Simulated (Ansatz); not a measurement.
# Response to strain in CdTe

Base system: CdTe in the zinc blende structure (space group F-43m, No. 216).

```xyz
2
Lattice="0.0000 3.3090 3.3090 3.3090 0.0000 3.3090 3.3090 3.3090 0.0000" Properties=species:S:1:pos:R:3 pbc="T T T"
Cd     0.0000     0.0000     0.0000
Te     1.6545     1.6545     1.6545
```

Strains are applied to the cell and any free atomic positions relax.

Method: plane-wave PAW DFT at the PBE level (Ansatz, a program for electronic structure, 420 eV), without spin-orbit coupling.

Candidates:
(a) isotropic strain −1.00 %
(b) isotropic strain +2.00 %
(c) isotropic strain −2.00 %
(d) isotropic strain −0.50 %
(e) isotropic strain +1.50 %

Notes on the quantities. energy relative to the base: free energy F.

Order them by energy relative to the base, lowest first.

(d) isotropic strain −0.50 % (+0.9 meV/atom), (a) isotropic strain −1.00 % (+3.7 meV/atom), (e) isotropic strain +1.50 % (+7.6 meV/atom), (b) isotropic strain +2.00 % (+13 meV/atom), (c) isotropic strain −2.00 % (+16 meV/atom)

Whether these cells are dynamically stable was not tested.
